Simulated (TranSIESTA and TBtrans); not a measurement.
Device: Au chain with one Ti atom in place of Au. Leads: straight Au chain, spacing 2.55 Å. Geometry: 3 atoms about the centre moved by SIESTA (PBE, DZP) to a largest force of 0.03 eV/Å, all others as built, motion along the axis alone. Transport runs along z; the first 6 and the last 6 of the 19 atoms are the lead cells, repeated to infinity.

```xyz
19
Lattice="9.000 0.000 0.000 0.000 9.000 0.000 0.000 0.000 48.200" Properties=species:S:1:pos:R:3 pbc="F F T"
Au     4.500     4.500     0.000
Au     4.500     4.500     2.550
Au     4.500     4.500     5.100
Au     4.500     4.500     7.650
Au     4.500     4.500    10.200
Au     4.500     4.500    12.750
Au     4.500     4.500    15.300
Au     4.500     4.500    17.850
Au     4.500     4.500    20.429
Ti     4.500     4.500    22.824
Au     4.500     4.500    25.220
Au     4.500     4.500    27.800
Au     4.500     4.500    30.350
Au     4.500     4.500    32.900
Au     4.500     4.500    35.450
Au     4.500     4.500    38.000
Au     4.500     4.500    40.550
Au     4.500     4.500    43.100
Au     4.500     4.500    45.650
```
Starting moments (μB): atom 10 +1.5.

Run with TranSIESTA and TBtrans (open boundaries, self-consistent; PseudoDojo norm-conserving potentials, scalar-relativistic): Spin polarized, PAO.BasisSize DZP, PAO.EnergyShift 0.15 eV, XC.Authors PBE, Mesh.Cutoff 200 Ry, ElectronicTemperature 300 K, TS.Voltage 0.0 eV, TBT.Elecs.Eta 0.001 eV.

Energies count from the leads' Fermi level. Transmissions are for each spin. The energy step is 0.01 eV; narrower resonances are cut or missed.

```csv
E (eV),T up,T down
-0.20,0.909,0.743
-0.15,0.896,0.744
-0.10,0.839,0.710
-0.05,0.807,0.692
0.00,0.790,0.682
0.05,0.756,0.679
0.10,0.760,0.679
0.15,0.761,0.680
0.20,0.763,0.681
```

Task: Give the zero-bias conductance in μS and the resistance at 300 K.

Result: At the Fermi level the mean of both spins is (0.790 + 0.682)/2 = 0.736. Averaged with −∂f/∂E over the full grid (kT = 25.9 meV) it is 0.733. With G0 = 2e²/h = 77.48 μS, G = 56.8 μS and R = 1/G = 17.6 kΩ.

Task: The eigenchannels at the Fermi level (both spins) transmit 0.790, 0.682. What Fano factor of the shot noise follows at low temperature and bias?

Result: F = Σ τ(1 − τ)/Σ τ = 0.383/1.47 = 0.26.

Moments were seeded on the central atoms alone, and one start was tried. The leads' channel count changes near -0.01 eV, within the thermal window, so values at the Fermi level hang on where that band edge falls. The straight chain is held at its spacing; free chains may zigzag or dimerise. Spin-orbit coupling, left out here, matters for the heavy atoms.
